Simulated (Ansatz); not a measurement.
**Quick settings and what they miss: HfSi (Pnma, 8 atoms in the cell)**

Self-consistent single point.

```yaml
crystal:
  lattice:
    - [6.77319, 0.00000, 0.00000]
    - [0.00000, 3.71924, 0.00000]
    - [0.00000, 0.00000, 5.15555]
  atoms:
    - { symbol: Hf, position: [0.67514, 0.25000, 0.37439] }
    - { symbol: Hf, position: [0.32486, 0.75000, 0.62561] }
    - { symbol: Hf, position: [0.82486, 0.75000, 0.87439] }
    - { symbol: Hf, position: [0.17514, 0.25000, 0.12561] }
    - { symbol: Si, position: [0.54312, 0.25000, 0.86087] }
    - { symbol: Si, position: [0.45688, 0.75000, 0.13913] }
    - { symbol: Si, position: [0.95688, 0.75000, 0.36087] }
    - { symbol: Si, position: [0.04312, 0.25000, 0.63913] }
```

Level of theory: PBEsol, PAW files made with PBE (plane waves; Ansatz, a quantum-chemistry and plane-wave program).

Base settings: basis.ecutwfc = 420 eV; kpoints.mp_grid.grid = 4 6 5; hamiltonian.xc = pbesol; hamiltonian.pseudopotentials = {kind: paw} (the program's default PAW files); scf.occupations.method = fermi_dirac; scf.occupations.width = 0.1 eV.

Tight run (finer mesh or higher cutoff; not a proven limit): basis.ecutwfc: 420 eV → 590 eV; kpoints.mp_grid.grid: 4 6 5 → 6 9 7; scf.convergence.dr2_threshold: default (1e-07 eV) → 1e-09 eV. It gave Fermi level (on the code's own zero) 17.18 eV; pressure 4.54 GPa; largest force (vector length) 0.042 eV/Å.

Quick runs, as changes from the base:
- A: the base itself
- B: basis.ecutwfc: 420 eV → 335 eV; kpoints.mp_grid.grid: 4 6 5 → 2 2 2
- C: basis.ecutwfc: 420 eV → 210 eV; kpoints.mp_grid.grid: 4 6 5 → 4 4 4; scf.occupations.method: fermi_dirac → gaussian; scf.occupations.width: 0.1 eV → 0.272 eV
- D: basis.ecutwfc: 420 eV → 295 eV; kpoints.mp_grid.grid: 4 6 5 → 4 4 4
- E: basis.ecutwfc: 420 eV → 250 eV; kpoints.mp_grid.grid: 4 6 5 → 6 6 6; hamiltonian.xc: pbesol → lda [LDA (PW92)]

Energies are extrapolated to zero smearing width, which holds to low order in the width alone.

Dashes: energy of E, another energy zero.

† marks runs with another functional, U, potentials or spin treatment: their distance from the tight run is not a convergence error alone.

The count of work is k-points × plane waves × bands × iterations; it is no time. 

Pressures in the table are Ansatz's without its Pulay estimate, at a fixed set of plane waves; the tight run's value above holds the estimate.

The starting cell comes from a database of computed structures (which also holds hypothetical and non-ambient phases and stackings), without a prior relaxation at this level. Its lattice was rescaled by a random factor within 2.5 % of one. In the base run, with a pressure of about 5 GPa the cell is away from its equilibrium volume at this level.

```tsv
run	energy less tight (meV/atom)	pressure less tight (GPa)	largest miss in a force vector (eV/Å)	count of work / tight
A	1.3	0.00	0.055	0.22
B	75.4	0.24	0.564	0.034
C	1590.9	-72.87	0.121	0.057
D	41.7	-5.21	0.032	0.094
E†	–	-30.25	0.077	0.17
```

Among the runs at the tight run's level, the energy misses run from 1.3 to 1590.9 meV/atom.

Left out of this page: 1 run of the series outside the window shown, repeating another row's setting, or not comparable.

Keys are those of Ansatz 0.2.
